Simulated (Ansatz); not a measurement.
# Band gap of Li3TaO4 (model structure, started from the Li3PO4 type, Pmn2₁, No. 31, 16 atoms in the cell) at several levels of theory

No measured value is used here.

| level (code) | value (eV) |
|---|---|
| LDA (Ansatz) | 5.22 |
| PBEsol (Ansatz) | 5.24 |
| PBEsol+SOC (Ansatz) | 5.23 (indirect) |
| r²SCAN (Ansatz) | 6.01 |
| r²SCAN+SOC (Ansatz) | 6.00 (indirect) |
| HSE06 (Ansatz) | 7.00 |

Computed values are for a static lattice. Levels without +SOC have no spin–orbit coupling; where heavier elements are present it shifts gaps, mostly down, and can invert bands.  PBEsol+SOC, r²SCAN+SOC: the gap is read on the k mesh or supercell of the run alone and can be too large. Values are at the PBEsol cell. Cutoffs and k meshes differ between the levels. Ansatz's density-functional and Hartree–Fock values are scalar-relativistic unless marked +SOC, with PAW data made under PBE.

A model structure was made by putting elements into a prototype or built by hand; it is no filed structure, need not be a known phase, and can be a saddle point held by its symmetry.

Ansatz is a program for electronic structure.
